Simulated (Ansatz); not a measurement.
# Mg: strain along the normal

Mg (hcp, P6_3/mmc, 22.973 Å³/atom at rest, c along z) under an equal strain ε in the (0001) plane with the normal axis free, as in a coherent film. PBE in Ansatz, a plane-wave DFT program (PAW, default set), 420 eV, 21×21×11 Γ-centred mesh, Fermi-Dirac smearing 0.10 eV; ions are relaxed within the symmetry of each cell.

Here s stands for strain and y for normal strain.

```
strain (%)  normal strain (%)
----------  -----------------
-1.50                    0.84
-1.00                    0.57
-0.50                    0.29
0.00                     0.00
0.50                    -0.31
1.00                    -0.63
1.50                    -0.95
3.00                        ?
```

The 7 complete rows are fitted with a straight line, y against s. Means: s 0, y -0.027. About the means, the sum of products is -4.1850 and the sum of squares of s is 7.0000; the slope is their ratio. Least squares gives y = -0.027 - 0.5979·s. Residuals (row less fit): -0.030, -0.001, 0.018, 0.027, 0.016, -0.005, -0.026; standard error 0.024 (degrees of freedom: 5). The slope, -0.60 ± 0.01, is the elastic response of the normal axis, −2C13/C33.

Q: Predict the withheld y at s = 3.00 from the fit, and compare with the calculation.

A: y = -0.027 - 0.5979 × 3.0 = -1.821%. The calculation gives -1.94%, 0.119% below the prediction (4.3 % of the range of y in the table). The row lies outside the fitted rows, so this is an extrapolation. From the scatter of the fitted rows alone, a prediction at this place has a standard error of 0.038%, so the miss is 3.1 times that.

One order more, fitted to all 13 runs of the series, follows each within 0.02, so the miss is the next term of a smooth law. In a metal these values are sensitive to mesh and smearing; energies are taken to zero smearing, stresses follow the free energy. Rows are the converged runs of the series near zero and its far end; series whose fitted rows scatter by over a few per cent of the range, as at a crossing or softening among them, aren't shown in this form. Most that stay on the fit to the last digits aren't either.
